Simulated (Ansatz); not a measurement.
Effect of x(Ta) = 0.75, 8 atoms, Pmmm on HfN

Take HfN in the rock salt structure (space group Fm-3m, No. 225; a = 4.5479 Å) as the base.

The other end (x = 1) is TaN in the rock salt structure (space group Fm-3m, No. 225): 10.77 Å³/atom, gap zero; this end may not be an ambient phase.

One thing is altered: a fraction x = 0.75 of the Hf sites is given to Ta, ordered in a cell of 8 atoms (starting symmetry Pmmm) and fully relaxed.

Computed with Kohn–Sham DFT with the PBE functional, run in Ansatz (a program for electronic structure) with PAW and 420 eV plane waves, no spin-orbit coupling. k-mesh 15×11×8 (Γ-centred); smearing 0.05 eV (Fermi–Dirac), for the changed cell.

```tsv
quantity	base	changed	shift
volume per atom	11.76 Å³	11.00 Å³	-0.76 Å³
density	13.59 g/cm³	14.67 g/cm³	+1.08 g/cm³
shortest interatomic distance	2.274 Å	2.209 Å	-0.065 Å
band gap	zero	zero	–
mixing energy (to 0.01 eV only: unlike meshes or grids)	–	0.00 eV/atom	–
mean first-shell distances	–	Hf–N 2.233 Å (end compound 2.274 Å), Ta–N 2.221 Å (end compound 2.209 Å)	–
```

These are small ordered cells, not random alloys; other orderings at the same x differ. Stability against distortions was not tested. The final runs are not spin-polarised. An odd electron count without spin: HfTa3N4 and HfN. This is not the structure that TaN has at room temperature and ambient pressure.
